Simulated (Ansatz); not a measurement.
Take CdS in the zinc blende structure (space group F-43m, No. 216; a = 5.8777 Å) as the base. Axes: x, y, z lie along the cube axes.

Now apply this change: uniaxial strain ε_zz = +1.00 %, all other strain components held at zero, atoms relaxed at fixed cell.

All numbers come from Ansatz (a program for electronic structure) r2SCAN, scalar-relativistic without spin-orbit coupling.

Q: Give the band edges at the high-symmetry points of the new zone, measured from its valence-band maximum.

A: 
```json
[
 {"point": "Γ", "valence edge (eV)": "0.00", "conduction edge (eV)": "1.51"},
 {"point": "X", "valence edge (eV)": "-1.82", "conduction edge (eV)": "3.88"},
 {"point": "P", "valence edge (eV)": "-2.14", "conduction edge (eV)": "5.69"},
 {"point": "N", "valence edge (eV)": "-0.71", "conduction edge (eV)": "3.42"},
 {"point": "M", "valence edge (eV)": "-1.79", "conduction edge (eV)": "3.92"},
 {"point": "S", "valence edge (eV)": "-1.44", "conduction edge (eV)": "4.65"},
 {"point": "S₀", "valence edge (eV)": "-1.44", "conduction edge (eV)": "4.65"},
 {"point": "R", "valence edge (eV)": "-2.13", "conduction edge (eV)": "5.72"},
 {"point": "G", "valence edge (eV)": "-2.13", "conduction edge (eV)": "5.72"}
]
```

The gap is 1.51 eV, direct at Γ.

Whether these cells are dynamically stable was not tested. Labels are those of the standard path for the cell's own space group.
